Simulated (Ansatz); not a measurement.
For TiSi₂ (Fddd, No. 70), LDA (PAW; Ansatz, a program for electronic structure) gives:

| Property | Value |
|---|---|
| equilibrium volume per atom | 13.50 Å³/atom |
| cohesive energy | 6.35 eV/atom |

Q: What does r²SCAN+rVV10 (plane waves, PAW; Ansatz) give for the same quantities?

A: 
- equilibrium volume per atom: 13.90 Å³/atom (grows by 3.0 %)
- cohesive energy: 5.40 eV/atom (shrinks by 0.95 eV/atom)

For comparison: equilibrium volume per atom 14.14 Å³/atom (measured, temperature not stated, no zero-point or thermal correction; as tabulated in W. Jeitschko, Acta Crystallographica B 33, 2347 (1977)).

Changes are worked out from the printed values.

Unless a cell is named, each level is at its own relaxed cell (LDA 13.50, r²SCAN+rVV10 13.90 Å³/atom).

The crystal itself was run without spin with r²SCAN+rVV10; a magnetic state was not tried in these runs.

Ansatz's density-functional and Hartree–Fock values are scalar-relativistic unless marked +SOC, with PAW data made under PBE.
